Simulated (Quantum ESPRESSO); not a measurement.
## Short convergence ladders for HoN (I4mm, 2 atoms in the cell)

```yaml
crystal:
  lattice:
    - [0.00000, 2.43489, 2.43489]
    - [2.43489, 0.00000, 2.43489]
    - [2.43489, 2.43489, 0.00000]
  atoms:
    - { symbol: Ho, position: [0.01027, 0.01027, 0.98973], spin: 4.0 }
    - { symbol: N, position: [0.50000, 0.50000, 0.50000] }
```
(The spins are starting values, not results.)

Base method: PBEsol, SSSP 1.1.2 efficiency (PBE) pseudopotentials (plane waves; Quantum ESPRESSO).

Base settings: ecutwfc = 50 Ry; ecutrho = 400 Ry; occupations = smearing; smearing = fermi-dirac; degauss = 0.0073499 Ry; nspin = 2; input_dft = pbesol; potentials = {Ho: Ho.GGA-PBE-paw-v1.0.UPF, N: N.pbe-n-radius_5.UPF}; K_POINTS = automatic 3 3 3 0 0 0; conv_thr = 1e-11 Ry.

The count of work is k-points × plane waves × bands × iterations; it is no time. 

**The cutoff for other potential files**

Level: DFT, PBEsol, plane waves, SSSP 1.1.2 precision (PBE) pseudopotentials.

In this ladder: pseudopotentials = {Ho: Ho.GGA-PBE-paw-v1.0.UPF, N: N.oncvpsp.upf}. Moved along: ecutrho.

The second cell is the first with its lattice scaled by 0.98.

The mesh stays at the base's, so the ladder's end is converged at best in this setting alone.

Only quantities that move along the ladder and can be compared are tabulated.

```tsv
ecutwfc	free energy less the last step's (meV/atom)	energy of the compressed cell less the first (meV/atom)	pressure (GPa)	largest difference of a force vector from the last step's (eV/Å)	count of work / last
34 Ry	1286.49	-4.65	-41.95	0.008	0.23
52 Ry	119.48	-6.58	-13.05	0.002	0.48
75 Ry	1.14	-9.03	-6.12	0.000	0.73
90 Ry	0.00	-8.94	-5.96	0.000	1.0
```

Coarsest ecutwfc that holds the free energy within 5 meV/atom of the last step, with all finer ones: 75 Ry; the step before is off by 120 meV/atom.

Coarsest ecutwfc that holds the forces within 0.005 eV/Å of the last step, with all finer ones: 52 Ry; the step before is off by 0.008 eV/Å.

Coarsest ecutwfc that holds the energy of the compressed cell less the first within 2 meV/atom of the last step, with all finer ones: 75 Ry; the step before is off by 2.4 meV/atom.

At the lowest cutoff the pressure lies 36.0 GPa under the last step's, the usual sign of Pulay stress in an incomplete plane-wave basis.

**The relaxed cell against the cutoff**

On HoN (Fm-3m, 2 atoms in the cell): atoms on their sites.

In this ladder: calculation = vc-relax; tprnfor = default; tstress = default. Moved along: ecutrho.

The mesh stays at the base's, so the ladder's end is converged at best in this setting alone.

Only quantities that move along the ladder and can be compared are tabulated.

```csv
ecutwfc,relaxed volume (Å³/atom),relaxation steps
25 Ry,12.959,3
35 Ry,13.843,2
50 Ry,13.835,3
75 Ry,13.861,3
```

Coarsest ecutwfc that holds the relaxed volume within 0.069 Å³/atom of the last step, with all finer ones: 35 Ry; the step before is off by 0.90 Å³/atom.

At the lowest cutoff the cell relaxes to a volume 6.5 % smaller than at the highest.

On the base run: the starting cell comes from a database of computed structures (which also holds hypothetical and non-ambient phases and stackings), without a prior relaxation at this level. Its lattice was rescaled by up to half a per cent. One atom was moved a little off its site on purpose. With one magnetic atom in the cell only a parallel order is possible. With U or open f shells several self-consistent states can exist. The f electrons are in the valence without U or exact exchange, which can misplace them near the Fermi level. Spin-orbit terms, which matter for f shells, are left out. Without a gap this mesh is coarse (it stands for a supercell whose shortest vector is 10 Å).
